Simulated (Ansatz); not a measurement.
Band-edge transport in semiconductors and insulators: ZnSnO3 (R3c) under several functionals (Ansatz, a first-principles code, without spin-orbit coupling). The PBE cell:

```cif
data_O6Sn2Zn2
_chemical_formula_sum 'Zn2 Sn2 O6'
_space_group_name_H-M_alt 'P 1'
_space_group_IT_number 1
_cell_length_a 5.65199
_cell_length_b 5.65199
_cell_length_c 5.65199
_cell_angle_alpha 56.403
_cell_angle_beta 56.403
_cell_angle_gamma 56.403
loop_
_space_group_symop_operation_xyz
  'x, y, z'
loop_
_atom_site_label
_atom_site_type_symbol
_atom_site_fract_x
_atom_site_fract_y
_atom_site_fract_z
_atom_site_occupancy
Zn1 Zn 0.28340 0.28340 0.28340 1
Zn2 Zn 0.78340 0.78340 0.78340 1
Sn1 Sn 0.00186 0.00186 0.00186 1
Sn2 Sn 0.50186 0.50186 0.50186 1
O1 O 0.89330 0.21337 0.60666 1
O2 O 0.60666 0.89330 0.21337 1
O3 O 0.21337 0.60666 0.89330 1
O4 O 0.10666 0.71337 0.39330 1
O5 O 0.71337 0.39330 0.10666 1
O6 O 0.39330 0.10666 0.71337 1
```

| Functional | cell relaxed with | volume (Å³/atom) | band gap | electron conductivity mass | hole conductivity mass | Seebeck coefficient, n-type 1e19 cm⁻³ |
|---|---|---|---|---|---|---|
| PBE | PBE | 11.71 | 1.10 eV | 0.187 mₑ | 3.6 mₑ | -108 μV/K |
| PBEsol | PBEsol | 11.27 | 1.25 eV | 0.200 mₑ | 3.4 mₑ | -114 μV/K |

For the band gap, PBE gives 1.10 eV and PBEsol 1.25 eV: PBE lies 12 % below.

The PBE and PBEsol rows stand on cells whose volumes differ by 3.9 %, so the difference holds the effect of the cell as well as that of the functional.

Masses are for dilute carriers at 300 K, harmonic means over directions unless an axis is named. Seebeck coefficients are for the stated density at 300 K, with one relaxation time for all states and whether or not that doping can be reached. Spin-orbit coupling is left out.

Computed structure with no diffraction record at hand here (it may be known, metastable or hypothetical): ZnSnO3 (R3c).
